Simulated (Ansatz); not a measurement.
# BaTiO3: pressure series

Consider BaTiO3 in the cubic perovskite structure (space group Pm-3m, No. 221; a = 4.019 Å).

Cell and atoms are relaxed at each pressure.

All numbers come from Ansatz (a program for electronic structure) PBE, without spin-orbit coupling, earlier PAW set.

```tsv
case	lattice parameter a	band gap
base	4.019 Å	1.79 eV
pressure −2 GPa	4.036 Å	1.76 eV
pressure −1 GPa	4.028 Å	1.77 eV
pressure 0.9 GPa	4.012 Å	1.80 eV
pressure 2.1 GPa	4.003 Å	1.81 eV
pressure 4.5 GPa	[?]	[?]
pressure 9 GPa	3.954 Å	1.89 eV
pressure 15 GPa	3.917 Å	1.95 eV
pressure 22.5 GPa	3.877 Å	2.00 eV
pressure 30 GPa	3.842 Å	2.01 eV
```

Problem. What belongs in the blanks?

Solution. 
- pressure 4.5 GPa, lattice parameter a: 3.985 Å
- pressure 4.5 GPa, band gap: 1.84 eV

Load acts through the strain it causes; cell and atoms are relaxed under it. Whether these cells are dynamically stable was not tested. No other phases were tried under pressure. All final runs are without spin polarisation. Many cubic perovskites are stable only at high temperature; tilts and polar distortions were not tested. This is not the structure that BaTiO3 has at room temperature and ambient pressure.
